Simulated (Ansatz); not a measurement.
Sb in the A7 type structure (space group R-3m, No. 166)

```
Sb
1.0
    2.13423     1.23220     3.57258
   -2.13423     1.23220     3.57258
    0.00000    -2.46440     3.57258
Sb
2
Direct
  0.23890   0.23890   0.23890
  0.76110   0.76110   0.76110
```

The values are results of PBEsol-D3(BJ) in Ansatz (plane waves to 420 eV, PAW, spin-orbit coupling left out), not measurements. Γ-centred 13×13×13 mesh, Fermi–Dirac width 0.05 eV.

```yaml
volume_per_atom: 28.19 Å³
density: 7.17 g/cm³
band_gap: zero
total_energy: -6408.556 eV/atom (σ→0; compares only within this code and set-up)
```

With Sb present, leaving out spin-orbit coupling can change the band edges. Whether these cells are dynamically stable was not tested.

Ansatz is a quantum-chemistry and plane-wave program.
